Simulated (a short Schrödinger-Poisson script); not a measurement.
System: MOS inversion layer, Si3N4 on p-type Si(111), at 300 K.

From the gate side: 3.6 nm Si3N4; 770 nm Si, acceptors 3.1e17 cm⁻³.

The device is made up for the run: typed textbook-type constants, with dimensions and the other settings drawn at random. Si3N4: permittivity 7.5, conduction-band edge (eV) 1.95, gap (eV) 5.1, electron mass (mₑ) 0.5. Si: permittivity 11.7, conduction-band edge (eV) 0, gap (eV) 1.124, Nv at 300 K (cm⁻³) 3.1e19.

Channel valleys (confinement mass, in-plane density-of-states mass, number): Δ6 0.258, 0.358, 6. At the gate the conduction-band edge of layer 1 lies 2.01 eV − eVg above the Fermi level of the channel; the field vanishes at the back. Gaps are held at their typed values at every temperature. Mesh 0.03 nm at interfaces.

From a short Schrödinger-Poisson script (our own, NumPy): 1D Poisson equation in equilibrium, electrons quantum, Hartree (BenDaniel-Duke, 12 states a valley, the channel's in-plane mass for all, wave functions free to enter the dielectric), parabolic valleys, classical holes, full ionisation, no traps, pinning or gate leakage.

```tsv
Vg (V)	electrons (cm⁻²)	C (μF/cm²)	Δ6 E0 (meV from the Fermi level)
0.1	4.06e9	0.178	224.7
0.15	2.08e10	0.249	182.4
0.2	8.86e10	0.475	144.9
0.25	2.58e11	0.786	117.1
0.3	5.23e11	1.01	98.6
0.35	8.51e11	1.14	85.8
0.4	1.22e12	1.23	76.3
0.45	1.60e12	1.29	68.9
0.5	2.01e12	1.33	62.8
0.55	2.43e12	1.36	57.6
0.6	2.85e12	1.39	53.1
0.65	3.29e12	1.41	49.2
0.7	3.73e12	1.43	45.7
0.75	4.18e12	1.45	42.4
0.8	4.63e12	1.46	39.5
0.85	5.09e12	1.47	36.8
0.9	5.55e12	1.48	34.2
0.95	6.02e12	1.49	31.9
```

Gate voltages with under 1e9 electrons/cm² are left out.

Q: At Vg = 0.95 V the lowest Δ6 subband lies at 31.9 meV from the Fermi level. How many electrons does it hold, and what share of all?

A: The two-dimensional density of states is g m/(πħ²) = 8.97e11 cm⁻² meV⁻¹ (both spins), kT = 25.9 meV, so n = D kT ln(1 + exp(−E/kT)) = 5.93e12 cm⁻², 0.99 of the 6.02e12 cm⁻² in all.

Q: Compare the slope of the sheet density between 0.85 and 0.95 V with the geometric capacitance of the layers between gate and channel.

A: q Δn/ΔV = 1.49 μF/cm²; ε0/Σ(t/ε) = 1.84 μF/cm². The ratio is 0.81: the channel acts as a further capacitance in series.
